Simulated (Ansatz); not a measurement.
Gap of a (8,0) AlN nanotube at several levels, all on one geometry.

Levels: PBE (plane waves to 420 eV, PAW; Ansatz, a program for electronic structure); r2SCAN (plane waves to 500 eV, PAW; Ansatz); Ansatz with HSE06. Unmarked values and the geometry are of the first. Mesh 1×1×6. No spin polarisation. It repeats along c; a and b span vacuum. A hypothetical model, rolled from the flat sheet. Symmetry and one short period hold its shape; lower forms weren't sought. HSE06 ran on a 1×1×4 mesh and at PBE's edge points.

```tsv
level	gap (eV)
PBE	2.58
r2SCAN	___
HSE06	3.66
```

### Question
Complete the blanks.

### Answer

- r2SCAN, gap (eV): 2.98
